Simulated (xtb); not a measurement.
xtb 6.7.1, GFN2-xTB: Sr(OMe)(NMe2) (C[O][Sr][N](C)C), 15 atoms. The geometry is a generated start, not checked to be a minimum at this level.

```
Property                  Result
-----------------  -------------
run flags                 --grad
method                  GFN2-xTB
--acc                1 (default)
--etemp (K)        300 (default)
basis functions               39
valence electrons             34
```

```xyz
15

Sr     1.9425    -0.0119     0.2518
O      1.3322     0.1795    -1.6936
C      1.2141    -0.6015    -2.8209
H      0.6729    -0.0524    -3.6020
H      2.1960    -0.8840    -3.2365
H      0.6493    -1.5310    -2.6237
N     -0.2466    -0.2533     1.3661
C     -1.2746     0.1021     0.4309
C     -0.4064     0.4824     2.5898
H     -2.2411    -0.2586     0.8014
H     -1.3659     1.1945     0.2823
H     -1.0721    -0.3685    -0.5287
H     -0.4261     1.5783     2.4490
H     -1.3635     0.2028     3.0489
H      0.3894     0.2215     3.2851
```

One run each on 1 thread. Values of broydamp tried: 0.02, 0.05, 0.1, 0.2, 0.4 (default), 0.6, 0.8, 1.

### Question
Predict the course of the SCC iterations along this series.

### Answer
Fewest SCC iterations: 0.1 with 20. The count rises to 84 at 0.02. All converge to one solution.

| broydamp | SCC iterations | end |
|---|---|---|
| 0.02 | 84 | same solution |
| 0.05 | 34 | same solution |
| 0.1 | 20 | same solution |
| 0.2 | 26 | same solution |
| 0.4 (default) | 39 | same solution |
| 0.6 | 39 | same solution |
| 0.8 | 40 | same solution |
| 1 | 77 | same solution |
